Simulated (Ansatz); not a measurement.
Start from CdS in the wurtzite structure (space group P6_3mc, No. 186; a = 4.124 Å, c = 6.708 Å).

Level of theory: plane-wave PAW DFT at the PBEsol level (Ansatz, a first-principles code, 420 eV), scalar-relativistic without spin-orbit coupling.

Strains are applied to the cell and any free atomic positions relax.

One change was made to it. Results:

The energy increases by 34 meV/atom; the mean gap deformation potential ΔEg/Δln V comes out as -2.2 eV; the valence-band top at Γ (three highest levels, from the VBM) changes from 0.00, 0.00, -0.05 eV to 0.00, 0.00, -0.03 eV; the electron mass goes from 0.11 mₑ along c, 0.12 mₑ across (at Γ) to 0.10 mₑ along c, 0.11 mₑ across (at Γ).

### Question
What was done to the base?
(A) isotropic strain +1.80 %
(B) isotropic strain +3.00 %
(C) isotropic strain +1.20 %
(D) isotropic strain +2.40 %
(E) isotropic strain +0.60 %

### Answer
B, isotropic strain +3.00 %. For comparison, the energy relative to the base in the other runs: isotropic strain +1.80 % gives +13 meV/atom; isotropic strain +2.40 % gives +22 meV/atom; isotropic strain +0.60 % gives +1.5 meV/atom; isotropic strain +1.20 % gives +5.9 meV/atom.

Effective masses come from finite differences of ±0.01 Å⁻¹. Whether these cells are dynamically stable was not tested.
